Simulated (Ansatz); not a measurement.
Rock-salt PrN was calculated with rVV10 (PAW; Ansatz, a program for electronic structure).

Numerical settings: plane-wave cutoff 520 eV, 18×18×18 k mesh, Fermi–Dirac smearing 0.05 eV, spin-polarised with parallel moments, scalar-relativistic PAW data made under PBE.

Computed points:

| V (Å³/atom) | E − E_lowest (meV/atom) | P (GPa) |
|---|---|---|
| 15.692 | 25.78 | 8.65 |
| 16.026 | 11.09 | 5.49 |
| 16.360 | 2.69 | 2.62 |
| 16.693 | 0.00 | 0.01 |
| 17.027 | 2.47 | -2.34 |
| 17.361 | 9.60 | -4.46 |
| 17.695 | 20.93 | -6.38 |

**Question.** Estimate the bulk modulus from the pressures at 16.360 and 17.027 Å³/atom, and compare it with a fit to all energies.

**Answer.** B = −V dP/dV. Between V = 16.360 and 17.027 Å³/atom, dP/dV = (-2.34 − (2.62))/(17.027 − 16.360) = -7.44 GPa per Å³/atom; at the midpoint 16.694 Å³/atom this gives B ≈ 124 GPa. The third-order Birch–Murnaghan fit gives V0 = 16.695 Å³/atom, B0 = 123 GPa, B′ = 4.0, which lies within 1 % of that estimate.

Note: the magnetic order was assumed, not searched for or taken from measurement; the 4f shell is treated without U or exact exchange, so its levels and filling can be wrong.

Spin–orbit coupling is not included; it can open a gap where bands touch, and shift volumes and moduli.

Static lattice: no zero-point or thermal effects.
